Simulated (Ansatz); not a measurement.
The structure below was relaxed with DFT with PBEsol, PAW potentials and a 420 eV plane-wave cutoff in Ansatz (a quantum-chemistry and plane-wave program), no spin-orbit coupling.

Space group Fm-3m (No. 225); a = 4.6072 Å, b = 4.6072 Å, c = 4.6072 Å, α = 90.00°, β = 90.00°, γ = 90.00°

```json
[
 {"atom": "C", "site": "4a", "symmetry": "m-3m", "x": "0.0000", "y": "0.0000", "z": "0.0000"},
 {"atom": "Hf", "site": "4b", "symmetry": "m-3m", "x": "0.5000", "y": "0.5000", "z": "0.5000"}
]
```

### Question
Write out a cell with all atoms.

### Answer
```cif
data_C4Hf4
_chemical_formula_sum 'C4 Hf4'
_space_group_name_H-M_alt 'P 1'
_space_group_IT_number 1
_cell_length_a 4.60723
_cell_length_b 4.60723
_cell_length_c 4.60723
_cell_angle_alpha 90.000
_cell_angle_beta 90.000
_cell_angle_gamma 90.000
loop_
_space_group_symop_operation_xyz
  'x, y, z'
loop_
_atom_site_label
_atom_site_type_symbol
_atom_site_fract_x
_atom_site_fract_y
_atom_site_fract_z
_atom_site_occupancy
C1 C 0.00000 0.00000 0.00000 1
Hf1 Hf 0.50000 0.00000 0.00000 1
C2 C 0.00000 0.50000 0.50000 1
Hf2 Hf 0.50000 0.50000 0.50000 1
C3 C 0.50000 0.00000 0.50000 1
Hf3 Hf 0.00000 0.00000 0.50000 1
C4 C 0.50000 0.50000 0.00000 1
Hf4 Hf 0.00000 0.50000 0.00000 1
```
This is the conventional cell.

Stability against distortions was not tested. The final runs are not spin-polarised. The cell was made from TiC by this change: Ti → Hf.
